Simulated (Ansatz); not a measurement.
# CdSe: energy against volume

CdSe (zinc blende, F-43m, 28.838 Å³/atom and stress up to 0.01 GPa in the relaxed cell, cube axes along x, y and z) under an equal strain ε along all three axes. r2SCAN in Ansatz, a plane-wave DFT program (PAW, default set), 500 eV, 9×9×9 Γ-centred mesh, Fermi-Dirac smearing 0.05 eV; ions are relaxed, or left where forces stay under 0.02 eV/Å, within the symmetry of each cell.

Here V stands for volume and E for E less E0.

| volume (Å³/atom) | E less E0 (meV/atom) | pressure (GPa) |
|---|---|---|
| 27.1421 | 18.06 | 3.60 |
| 27.5596 | 10.00 | 2.60 |
| 27.9815 | 4.38 | 1.68 |
| 28.4076 | 1.08 | 0.81 |
| 28.8380 | 0.00 | 0.01 |
| 29.2727 | 1.00 | -0.74 |
| 29.7118 | 3.98 | -1.43 |
| 30.1552 | 8.85 | -2.07 |
| 30.6031 | 15.49 | -2.67 |
| 31.5120 | ? | ? |

### Question
Using the third-order Birch-Murnaghan form, a cubic in V^(-2/3), estimate the missing E at V = 31.5120 from the other rows, showing the fit.

### Answer
With u = V^(-2/3) - 0.1064, the rows have u = 0.0043230, 0.0032019, 0.0020974, 0.0010097, -0.0000617, -0.0011170, -0.0021569, -0.0031813, -0.0041909. Least squares gives E = 0.002 + 137.4·u + 924473·u² + 2335267·u³. Residuals (row less fit): -0.002, 0.004, 0.001, -0.006, 0.003, 0.001, -0.003, 0.004, -0.001; standard error 0.004 (degrees of freedom: 5). Its minimum lies at u = -0.0000743, so V0 = (0.1063257)^(-3/2) = 28.84. There d²E/du² = 1848000 and d³E/du³ = 1.401e7, so B0 = (4/9) × 28.84^(-7/3) × 1848000 × 0.160218 = 51.6 GPa (the last factor turns the table's units into GPa), and B0' = 4 + (2/3) × 0.1063257 × (1.401e7)/1848000 = 4.5. B0' rests on the cubic coefficient alone and has a standard error of 0.1 from these residuals. At the withheld row, u = -0.0061658, so E = 0.002 + 137.4 × (-0.0061658) + 924473 × (-0.0061658)² + 2335267 × (-0.0061658)³ = 33.753 meV/atom. The calculation gives 33.73 meV/atom, 0.023 meV/atom below the prediction (0.1 % of the range of E in the table). The row lies outside the fitted rows, so this is an extrapolation. The scatter of the fitted rows lies at the last printed digit.

Other structures, which can take over under pressure, weren't tried. The same form fitted to the pressure column gives B0' = 4.6; series where the two differ by over 0.4 aren't shown. CdSe stands in this structure, whereas wurtzite is the usual form. Rows are the converged runs of the series near zero and its far end, less any whose ions stayed unrelaxed beside relaxed ones; series whose fitted rows scatter by over a few per cent of the range, as at a crossing or softening among them, aren't shown in this form.
